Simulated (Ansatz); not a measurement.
Reference: monolayer PbO, PBE, rigid bands (plane waves, PAW, scalar-relativistic; Ansatz, a first-principles code); axes and stresses refer to this cell.

```yaml
crystal:
  lattice:
    - [4.04979, 0.00000, 0.00000]
    - [0.00000, 4.04979, 0.00000]
    - [0.00000, 0.00000, 18.36592]
  atoms:
    - { symbol: Pb, position: [0.50000, 0.00000, 0.56504] }
    - { symbol: Pb, position: [0.00000, 0.50000, 0.43496] }
    - { symbol: O, position: [0.00000, 0.00000, 0.50000] }
    - { symbol: O, position: [0.50000, 0.50000, 0.50000] }
```

The band gap is 2.50 eV. The electron conductivity mass is 0.47 mₑ. The hole conductivity mass is 6.0 mₑ.

**Question.** Change: biaxial strain +1 %. What happens to band gap, electron conductivity mass, hole conductivity mass?

**Answer.** band gap falls to 2.37 eV; electron conductivity mass moves little, to 0.48 mₑ; hole conductivity mass moves little, to 5.9 mₑ.

**Question.** Change: biaxial strain +2 %. What happens to band gap, electron conductivity mass, hole conductivity mass?

**Answer.** band gap falls to 2.26 eV; electron conductivity mass moves little, to 0.48 mₑ; hole conductivity mass moves little, to 5.9 mₑ.

**Question.** Change: biaxial strain -2 %. What happens to band gap, electron conductivity mass, hole conductivity mass?

**Answer.** band gap rises to 2.71 eV; electron conductivity mass decreases to 0.44 mₑ; hole conductivity mass increases to 6.8 mₑ.

**Question.** Change: biaxial strain -3 %. What happens to band gap, electron conductivity mass, hole conductivity mass?

**Answer.** band gap grows to 2.82 eV; electron conductivity mass shrinks to 0.44 mₑ; hole conductivity mass rises to 7.4 mₑ.

Masses are for dilute carriers at 300 K, harmonic means over directions unless an axis is named. Spin-orbit coupling is left out unless a row names it; without it the gap and masses of crystals with these elements can be far off. The structure type is held under load, also where the real crystal would transform.
